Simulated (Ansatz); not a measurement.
Response to strain in BeS

The parent structure is BeS in the zinc blende structure (space group F-43m, No. 216; a = 4.869 Å).

Strains are applied to the cell and any free atomic positions relax.

Computed with plane-wave PAW DFT at the r2SCAN level (Ansatz, an electronic-structure program, 500 eV), scalar-relativistic without spin-orbit coupling.

Candidates:
(a) isotropic strain −1.50 %
(b) isotropic strain −3.00 %
(c) isotropic strain −1.00 %

Base values:

```
Quantity   Result
--------  -------
Band gap  3.59 eV
```

Order them by band gap, highest first.

(c) isotropic strain −1.00 % (3.52 eV), (a) isotropic strain −1.50 % (3.48 eV), (b) isotropic strain −3.00 % (3.37 eV)

Gaps are read on the SCF mesh and a high-symmetry path. No phonon test of stability was made.
